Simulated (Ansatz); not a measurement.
The parent structure is C in the diamond structure (space group Fd-3m, No. 227).

```
CELL_PARAMETERS angstrom
      0.00000     1.78578     1.78578
      1.78578     0.00000     1.78578
      1.78578     1.78578     0.00000
ATOMIC_POSITIONS crystal
  C  0.50000 0.50000 0.50000
  C  0.75000 0.75000 0.75000
```

The values are results of PBE, PAW, 420 eV (Ansatz, an electronic-structure program; no spin-orbit coupling), not measurements.

Before the change:

```
Quantity                                  Value
-------------------  --------------------------
Band gap                                4.13 eV
Hole mass            0.30, 0.30, 0.51 mₑ (at Γ)
Pressure                               0.01 GPa
Smallest direct gap                     5.58 eV
```

Now apply this change: an isotropic linear strain of +0.33 %; the atoms relax in the strained cell.

Task: How does this affect the band gap, hole mass, energy relative to the base, pressure and smallest direct gap?

Result: The band gap decreases by 0.02 eV to 4.11 eV; the hole mass (degenerate bands, along [100]) is still 0.30, 0.30, 0.51 mₑ (at Γ); the energy increases by 0.7 meV/atom; the pressure shrinks by 4.202 GPa to -4.20 GPa; the smallest direct gap decreases by 0.03 eV, from 5.58 eV to 5.55 eV.

Masses are band curvatures over ±0.01 Å⁻¹ around the edge. Whether these cells are dynamically stable was not tested.
